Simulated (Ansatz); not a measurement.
Here is the system:

End structure of a constructed model of the (111) surface of fcc Pt, a pseudomorphic layer of Ti in the host's stacking (bottom of the slab: a bare face, its two planes held):

```xyz
7
Lattice="2.8072 0.0000 0.0000 -1.4036 2.4311 0.0000 0.0000 0.0000 30.5000" Properties=species:S:1:pos:R:3 pbc="T T T"
Pt     0.0000     1.6207     8.2103
Pt     1.4036     0.8104    10.5023
Pt     0.0000     0.0000    12.7795
Pt     0.0000     1.6207    15.0656
Pt     1.4036     0.8104    17.3834
Pt     0.0000     0.0000    19.7962
Ti     0.0000     1.6207    21.9401
```

Slab: 7 atoms, 14.1 Å thick at the start; k 15x15x1, smearing 0.1 eV, dipole-corrected; 2 atoms held, the rest relaxed; symmetry of the start imposed; no spin, no spin-orbit, no U. It is one candidate, not shown to be the stable structure of the face.

### Question
Give the work function of the top face at the level PBE run with Ansatz (a program for electronic structure).

### Answer
4.40 eV
